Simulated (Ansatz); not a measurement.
MgTe (P6₃/mmc, No. 194, 4 atoms in the cell; start mp-1017510; a measured phase of this formula has another space group) was calculated with LDA (PAW; Ansatz, a first-principles code).

Settings: plane-wave cutoff 520 eV, 12×12×6 k mesh (along the axes of the cell as run), Fermi–Dirac smearing 0.01 eV, scalar-relativistic PAW data made under PBE.

Cell (relaxed at this level):

```cif
data_Mg2Te2
_chemical_formula_sum 'Mg2 Te2'
_space_group_name_H-M_alt 'P63/mmc'
_space_group_IT_number 194
_space_group_name_Hall '-P 6c 2c'
_cell_length_a 4.13659
_cell_length_b 4.13659
_cell_length_c 6.74295
_cell_angle_alpha 90.000
_cell_angle_beta 90.000
_cell_angle_gamma 120.000
loop_
_atom_site_label
_atom_site_type_symbol
_atom_site_symmetry_multiplicity
_atom_site_Wyckoff_symbol
_atom_site_fract_x
_atom_site_fract_y
_atom_site_fract_z
_atom_site_occupancy
Mg1 Mg 2 a 0.00000 0.00000 0.00000 1
Te1 Te 2 c 0.33333 0.66667 0.25000 1
```

Task: Predict the band gap and bulk modulus.

Result: 
- band gap = 0.77 eV (on the SCF k mesh)
- bulk modulus = 53.2 GPa

Note: the relaxation could not lower the start's symmetry, so the cell can be a saddle point above a distorted one; the bulk modulus is −V dP/dV from two relaxed cells at ±2 % in volume.

Spin–orbit coupling is not included; with these elements it can move the gap by several tenths of an eV or more.

The computed numbers hold no vibrational or temperature effects.

It cost around 50 core-seconds (rough) of CPU time.

A start named mp-… is a Materials Project structure, which need not be a measured phase.
